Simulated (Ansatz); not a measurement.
## PbSe: response to strain

Base system: PbSe in the rock salt structure (space group Fm-3m, No. 225).

```
PbSe
1.0
    0.00000     3.05080     3.05080
    3.05080     0.00000     3.05080
    3.05080     3.05080     0.00000
Se Pb
1 1
Direct
  0.00000   0.00000   0.00000
  0.50000   0.50000   0.50000
```

Cartesian axes are those of the cell as printed.

Strains are applied to the cell and any free atomic positions relax; under biaxial strain the out-of-plane vector relaxes too.

Levels (all Ansatz, a program for electronic structure, PAW): PBEsol (420 eV, spin-orbit coupling left out); r2SCAN (500 eV, no spin-orbit coupling).

Band gaps by level, all at the geometries relaxed with PBEsol:

```json
[
 {"case": "base", "PBEsol": "0.17 eV", "r2SCAN": "0.54 eV"},
 {"case": "biaxial strain −2.28 %, plane normal [001], relaxed out of plane", "PBEsol": "zero", "r2SCAN": "…"},
 {"case": "biaxial strain −3.38 %, plane normal [111], relaxed out of plane", "PBEsol": "zero", "r2SCAN": "zero"},
 {"case": "isotropic strain +1.63 %", "PBEsol": "0.32 eV", "r2SCAN": "…"},
 {"case": "tensor shear ε_yz = +3.96 %", "PBEsol": "zero", "r2SCAN": "…"}
]
```

What belongs in the blanks?


- biaxial strain −2.28 %, plane normal [001], relaxed out of plane, r2SCAN: 0.35 eV
- isotropic strain +1.63 %, r2SCAN: 0.70 eV
- tensor shear ε_yz = +3.96 %, r2SCAN: 0.09 eV

Single points use the geometry relaxed with PBEsol. The mesh was chosen for an insulator and is coarse for the gapless case. With Pb present, leaving out spin-orbit coupling can change the band edges. Whether these cells are dynamically stable was not tested. All final runs are without spin polarisation. Gaps under 0.05 eV, about the width of the smearing, are given as zero. A zero or small gap of PbSe can be the functional's error rather than a property of the material.
